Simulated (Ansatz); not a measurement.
**What biaxial strain −1.00 %, plane normal [001], relaxed out of plane does to CaO**

The reference is CaO in the rock salt structure (space group Fm-3m, No. 225; a = 4.767 Å). Axes: x, y, z lie along the cube axes.

Now apply this change: compressive biaxial strain of 1.00 % in the plane normal to [001], as in epitaxy on a mismatched substrate; the out-of-plane cell vector and the atoms relax.

Method: PBEsol, PAW, 420 eV (Ansatz, a quantum-chemistry and plane-wave program; no SOC). Settings: 12×12×12 k-points, 0.05 eV Fermi–Dirac smearing.

```tsv
quantity	base	changed	shift
volume per atom	13.54 Å³	13.34 Å³	-0.20 Å³
space group	Fm-3m (No. 225)	I4/mmm (No. 139)	–
shortest interatomic distance	2.384 Å	2.360 Å	-0.024 Å
energy relative to the base (free energy F)	0 meV/atom	+2.2 meV/atom	+2.2 meV/atom
pressure (mean of the normal stresses, compression positive)	0.00 GPa	1.83 GPa	+1.83 GPa
band gap	3.54 eV	3.51 eV	-0.038 eV
gap character	–	indirect, Γ → X	–
smallest direct gap	3.92 eV	3.88 eV	-0.034 eV
electron mass	1.4 mₑ along k, 0.42 mₑ across (at X)	1.4 mₑ along k, 0.42 mₑ across (at X)	–
valence-band top at Γ (three highest levels, from the VBM)	0.00, 0.00, 0.00 eV	0.00, 0.00, -0.04 eV	–
valley order (the lowest conduction-band minima on the path, energy above the VBM, named in the base's zone)	X along ⟨100⟩ 3.54 eV; Γ 4.78 eV	X along [100] 3.51 eV; X along [001] 3.56 eV; Γ 4.88 eV	–
out-of-plane strain	–	+0.53 %	–
ratio −ε⊥/ε∥	–	0.53	–
mean in-plane stress (compression positive)	–	+2.7 GPa	–
```

Final structure (turned so that z lies along the plane normal):

```
CaO
1.0
    3.33715     0.00000     0.00000
    0.00000     3.33715     0.00000
    1.66857    -1.66857     2.39616
Ca O
1 1
Direct
  0.00000   0.00000   0.00000
  0.50000   0.50000   0.00000
```

Masses are band curvatures over ±0.01 Å⁻¹ around the edge. Along k means along the line from Γ to the band edge. Whether these cells are dynamically stable was not tested. Labels are those of the standard path for the cell's own space group.
